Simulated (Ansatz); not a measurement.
AlN: response to strain

Take AlN in the rock salt structure (space group Fm-3m, No. 225; a = 4.045 Å; a model cell, its experimental status unchecked) as the base. Axes: x, y, z lie along the cube axes.

Strains are applied to the cell and any free atomic positions relax; under biaxial strain the out-of-plane vector relaxes too.

Levels (all Ansatz, an electronic-structure program, PAW): PBEsol (420 eV, scalar-relativistic without spin-orbit coupling); r2SCAN (500 eV, spin-orbit coupling left out); HSE06 (420 eV, no spin-orbit coupling).

Band gaps by level, all at the geometries relaxed with PBEsol:

```json
[
 {"case": "base", "PBEsol": "4.55 eV", "r2SCAN": "5.47 eV", "HSE06": "6.02 eV"},
 {"case": "biaxial strain +3.56 %, plane normal [001], relaxed out of plane", "PBEsol": "3.70 eV", "r2SCAN": "4.60 eV", "HSE06": "5.10 eV"},
 {"case": "biaxial strain −1.18 %, plane normal [111], relaxed out of plane", "PBEsol": "4.63 eV", "r2SCAN": "5.55 eV", "HSE06": "6.11 eV"},
 {"case": "isotropic strain −4.25 %", "PBEsol": "4.88 eV", "r2SCAN": "5.77 eV", "HSE06": "6.34 eV"},
 {"case": "uniaxial strain ε_zz = +0.68 %", "PBEsol": "4.43 eV", "r2SCAN": "5.34 eV", "HSE06": "5.89 eV"}
]
```

Single points use the geometry relaxed with PBEsol. HSE06 gaps are upper bounds (no full band path). Whether these cells are dynamically stable was not tested. The base started in P3_121 and relaxed to Fm-3m at this level. This is not the structure that AlN has at room temperature and ambient pressure.
